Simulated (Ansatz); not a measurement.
For GeI4 (Pa-3, No. 205), LDA in Ansatz (PAW) gives:

| Property | Result |
|---|---|
| lattice parameter a | 11.477 Å |
| cohesive energy | 2.63 eV/atom |
| band gap | 1.51 eV |

**Question.** What does r²SCAN (plane waves, PAW; Ansatz, an electronic-structure program) give for the same quantities?

**Answer.** 
- lattice constant a: 12.334 Å (rises by 7.5 %)
- cohesive energy: 2.11 eV/atom (falls by 0.52 eV/atom)
- band gap: 2.35 eV (grows by 0.84 eV)

Changes are worked out from the printed values.

Unless a cell is named, each level is at its own relaxed cell.

Levels without +SOC leave out spin–orbit coupling, which shifts energies and cells of such heavy elements.

Spin–orbit coupling is included only where a level's name says +SOC; with heavier elements it mostly lowers gaps and can invert bands. Density-functional gaps are differences of (generalised) Kohn–Sham levels.

Caveats: the cell is over a tenth larger than the published one: the level's own overestimate first of all, though another phase or state, or a fault of the published cell, is possible (r²SCAN); the relaxation could not lower the start's symmetry, so the cell can be a saddle point above a distorted one (LDA, r²SCAN). Ansatz's density-functional and Hartree–Fock values are scalar-relativistic unless marked +SOC, with PAW data made under PBE.
